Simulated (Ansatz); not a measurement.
Given:

```xyz
2
Lattice="4.6416 0.0000 0.0000 0.0000 4.6416 0.0000 2.3208 2.3208 3.2821" Properties=species:S:1:pos:R:3 pbc="T T T"
Cd     0.0000     0.0000     0.0000
Te     4.6416     2.3208     1.6411
```

Space group of this cell: F-43m, zinc blende. The cell is taken as given.

The numbers are results of r2SCAN (plane waves, PAW; Ansatz, a quantum-chemistry and plane-wave program), not measurements.

The current runs along the normal of the first two printed vectors; no spin-orbit coupling. Scaled by the factor s: all lengths (ions clamped). The meshes follow the cell: 10×10×10 and 8×8 across at s = 0.98, 10×10×10 and 8×8 across at s = 1.00, 10×10×10 and 6×6 across at s = 1.02.

| s | mean pressure (GPa) | band gap (eV) |
|---|---|---|
| 0.98 | 2.7 | ? |
| 1.00 | -0.1 | 1.16 |
| 1.02 | -2.2 | 0.97 |

Take the slope of the band gap against ln s from the two given rows, extrapolate to s = 0.98, and say what the run there gives.

Slope = (0.97 − 1.16) / ln 1.02 = -9.59 eV. The line gives 1.16 + (-9.59) × ln 0.98 = 1.35 eV. The run gives 1.35 eV, as the line does.
